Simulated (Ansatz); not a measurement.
YN: energy against volume

YN (rock salt, Fm-3m, 14.667 Å³/atom and stress up to 0.01 GPa in the relaxed cell, cube axes along x, y and z) under hydrostatic pressure, with the cell free. r2SCAN in Ansatz, a plane-wave DFT program (PAW, default set), 500 eV, 12×12×12 Γ-centred mesh, Fermi-Dirac smearing 0.05 eV; ions are relaxed, or left where forces stay under 0.02 eV/Å, within the symmetry of each cell.

Here V stands for volume and E for E less E0.

```
volume (Å³/atom)  E less E0 (meV/atom)  pressure (GPa)
----------------  --------------------  --------------
14.8467                           1.13           -2.01
14.7560                           0.28           -1.01
14.6672                           0.00            0.00
14.5912                           0.21            0.89
14.4924                           1.12            2.08
14.3025                           5.01            4.50
13.9789                          18.56            9.01
13.5996                              ?               ?
```

Fit E against V with the third-order Birch-Murnaghan form, a cubic in V^(-2/3), and predict the withheld value at V = 13.5996.

With u = V^(-2/3) - 0.1681, the rows have u = -0.0025560, -0.0018784, -0.0012081, -0.0006291, 0.0001312, 0.0016170, 0.0042262. Least squares gives E = 0.915 + 1515.7·u + 627354·u² + 463793·u³. Residuals (row less fit): -0.002, 0.002, 0.001, 0.000, -0.005, 0.002, -0.001; standard error 0.003 (degrees of freedom: 3). Its minimum lies at u = -0.0012096, so V0 = (0.1668904)^(-3/2) = 14.67. There d²E/du² = 1251000 and d³E/du³ = 2783000, so B0 = (4/9) × 14.67^(-7/3) × 1251000 × 0.160218 = 169 GPa (the last factor turns the table's units into GPa), and B0' = 4 + (2/3) × 0.1668904 × (2783000)/1251000 = 4.2. B0' rests on the cubic coefficient alone and has a standard error of 0.1 from these residuals. At the withheld row, u = 0.0074157, so E = 0.915 + 1515.7 × 0.0074157 + 627354 × 0.0074157² + 463793 × 0.0074157³ = 46.844 meV/atom. The calculation gives 46.83 meV/atom, 0.014 meV/atom below the prediction (0.0 % of the range of E in the table). The row lies outside the fitted rows, so this is an extrapolation. The scatter of the fitted rows lies at the last printed digit.

Other structures, which can take over under pressure, weren't tried. The same form fitted to the pressure column gives B0' = 4.2; series where the two differ by over 0.4 aren't shown. Rows are the converged runs of the series near zero and its far end, less any whose ions stayed unrelaxed beside relaxed ones; series whose fitted rows scatter by over a few per cent of the range, as at a crossing or softening among them, aren't shown in this form.
